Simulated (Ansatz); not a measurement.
**Hypothetical diamond Bi, response to strain**

The reference is Bi in the diamond structure (space group Fd-3m, No. 227; a hypothetical phase, not in the database extracts checked; relaxed with 0.1 eV smearing).

```xyz
2
Lattice="0.0000 3.6440 3.6440 3.6440 0.0000 3.6440 3.6440 3.6440 0.0000" Properties=species:S:1:pos:R:3 pbc="T T T"
Bi     5.4660     5.4660     5.4660
Bi     3.6440     3.6440     3.6440
```

Cartesian axes are those of the cell as printed.

Strains are applied to the cell and any free atomic positions relax; under biaxial strain the out-of-plane vector relaxes too.

The values are results of Ansatz (a quantum-chemistry and plane-wave program), PBE, PAW, cutoff 420 eV, no spin-orbit coupling, not measurements.

Notes on the quantities. energy relative to the base: free energy F; pressure: mean of the normal stresses, compression positive.

| variant | energy relative to the base | space group | volume per atom | pressure |
|---|---|---|---|---|
| base | 0 meV/atom | Fd-3m (No. 227) | 48.39 Å³ | 0.0 GPa |
| biaxial strain −3.64 %, plane normal [001], relaxed out of plane | +2.6 meV/atom | I4_1/amd (No. 141) | 47.74 Å³ | 0.1 GPa |
| uniaxial strain ε_xx = −1.20 % | +0.7 meV/atom | I4_1/amd (No. 141) | 47.81 Å³ | 0.4 GPa |
| tensor shear ε_yz = +1.43 % | -1.3 meV/atom | Imma (No. 74) | 48.38 Å³ | 0.0 GPa |
| tensor shear ε_xz = −0.73 % | -0.3 meV/atom | Imma (No. 74) | 48.39 Å³ | 0.0 GPa |

No phonon test of stability was made. Under tensor shear ε_yz = +1.43 % and tensor shear ε_xz = −0.73 % the cell ends below the base's energy or with stress of the wrong sign: the atoms slid into a distortion or the cell is elastically unstable, so the base is not a stable minimum at this level.
